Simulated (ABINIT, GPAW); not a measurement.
A GPAW input for a self-consistent single point of SrTe (Fm-3m, 2 atoms in the cell) (DFT PBE, plane waves, GPAW PAW datasets PBE (gpaw-data 1.0.1)):

```python
from ase import Atoms
from ase.units import GPa
from gpaw import GPAW

atoms = Atoms(['Sr', 'Te'],
              cell=[[0.000000, 3.269274, 3.269274],
                    [3.269274, 0.000000, 3.269274],
                    [3.269274, 3.269274, 0.000000]],
              scaled_positions=[[0.000000, 0.000000, 0.000000],
                                [0.500000, 0.500000, 0.500000]],
              pbc=True)

calc = GPAW(mode={'name': 'pw', 'ecut': 600},
            xc='PBE',
            kpts=(9, 9, 9),
            occupations={'name': 'fermi-dirac', 'width': 0.01},
            nbands=-4,
            convergence={'bands': -2},
            symmetry={'symmorphic': False, 'tolerance': 0.0005},
            maxiter=120,
            txt='-')

atoms.calc = calc

energy = atoms.get_potential_energy()
print('Energy (eV):', round(energy, 6))
forces = atoms.get_forces()
print('Forces (eV/Ang):')
print(forces.round(5))
stress = atoms.get_stress()
print('Stress (GPa, Voigt):', (stress / GPa).round(4))
```

Give the ABINIT input for the same structure, mesh, smearing and functional.

This is the input that was run; spellings and numerical settings could be chosen otherwise.

```
# SrTe, PseudoDojo nc-sr-05 PBE standard
pp_dirpath "./"
pseudos "Sr.upf, Te.upf"
acell 8.7370573310 8.7370573310 8.7370573310
rprim
        -0.0000000000    0.7071067812    0.7071067812
         0.7071067812    0.0000000000    0.7071067812
         0.7071067812    0.7071067812    0.0000000000
natom 2
ntypat 2
znucl 38 52
typat 1 2
xcart
         0.0000000000    0.0000000000    0.0000000000
         6.1780324864    6.1780324864    6.1780324864
ecut 82 Ry
ixc 11
occopt 3
tsmear 0.01 eV
nband 18
kptopt 1
ngkpt 9 9 9
nshiftk 1
shiftk 0 0 0
nstep 60
tolvrs 1.0e-10
prtwf 0
prtden 0
prtvol 1
```

Basis, cutoffs, solver keys and any potentials are the target program's own. This input uses DFT, PBE, plane waves, norm-conserving pseudopotentials (PseudoDojo nc-sr-05 PBE standard). Both were run: pressure 3.26 GPa in GPAW and 3.09 in ABINIT; gap on the mesh 1.621 eV in GPAW and 1.604 in ABINIT.

On GPAW: the starting cell has typed, rounded lattice constants, without a prior relaxation at this level. Its lattice was rescaled by a random factor within 2.5 % of one. For this run, on top of that: lattice scaled by 0.98. Spin-orbit coupling is off. With a pressure of about 3 GPa the cell is away from its equilibrium volume at this level.

On ABINIT: the starting cell has typed, rounded lattice constants, without a prior relaxation at this level. Its lattice was rescaled by a random factor within 2.5 % of one. For this run, on top of that: lattice scaled by 0.98. Spin-orbit coupling is off. With a pressure of about 3 GPa the cell is away from its equilibrium volume at this level.
